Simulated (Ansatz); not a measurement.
**Variants of one calculation on TiNi (P2_1/m, 4 atoms in the cell)**

```xyz
4
Lattice="2.8917 0.0000 0.0000 0.0000 3.9670 0.0000 -1.2676 0.0000 4.6562" Properties=species:S:1:pos:R:3 pbc="T T T"
Ti     0.8306     2.9752     3.6454
Ti     0.7935     0.9917     1.0107
Ni     2.2532     2.9752     1.5314
Ni    -0.6291     0.9917     3.1247
```

Base run A: PBEsol, default PAW files made with PBE (Ansatz, a quantum-chemistry and plane-wave program), self-consistent single point.

Its settings: kpoints.mp_grid.grid = 12 8 7; kpoints.mp_grid.shift = 0.5 0.5 0.5; hamiltonian.xc = pbesol; hamiltonian.pseudopotentials = {kind: paw} (the program's default PAW files); scf.occupations.method = cold; scf.occupations.width = 0.136 eV.

The starting cell comes from a database of computed structures (which also holds hypothetical and non-ambient phases and stackings), without a prior relaxation at this level. Spin polarisation is off. Ansatz's pressure includes its estimate of the finite-basis (Pulay) stress.

ΔF is the free energy per atom less that of run A. A dash stands where there is no value to compare (another energy zero or no entropy term, no result, no spin, no clean gap, or a mesh too coarse for one). Total energies depend on the potentials, the functional and any Hubbard or dispersion term, so they are compared only between runs that share all of them.

```csv
run,change,ΔF (meV/atom),pressure (GPa),largest force (eV/Å),k-points
A,base,0.00,-0.75,0.113,168
B,scf.occupations.width: 0.136 eV → 0.3 eV,1.94,-0.73,0.129,168
C,kpoints.mp_grid.grid: 12 8 7 → 13 9 8; scf.occupations.width: 0.136 eV → 0.3 eV,2.2,-0.72,0.130,260
D,kpoints.mp_grid.grid: 12 8 7 → 8 6 5; kpoints.mp_grid.shift: 0.5 0.5 0.5 → default,0.11,-0.72,0.137,84
E,scf.convergence.dr2_threshold: default (1e-07 eV) → 1e-08 eV,0.00,-0.75,0.113,168
F,hamiltonian.dispersion: default → d3bjatm [PBEsol-D3BJ-ATM],–,-5.83,0.117,168
G,basis.precision: default → f64,0.00,-0.75,0.113,168
H,scf.mixing.preconditioner: default (the program chose Kerker) → kerker; scf.mixing.q_tf: default → 1.5,0.00,-0.75,0.113,168
```

Run D against A: The free energy is nearly the same (within 1 meV/atom), the pressure stays near -0.72 GPa while the xx stress (positive for compression) goes from -0.72 to -1.27 GPa and the largest force goes from 0.113 to 0.137 eV/Å.

Run B against A: The free energy goes up by 1.9 meV/atom, the pressure stays near -0.73 GPa while the xx stress (positive for compression) goes from -0.72 to -0.35 GPa and the largest force goes from 0.113 to 0.129 eV/Å.

Run H against A: The free energy is nearly the same (within 1 meV/atom), the pressure stays at -0.75 GPa and the largest force stays at 0.113 eV/Å.

Keys are those of Ansatz 0.2.
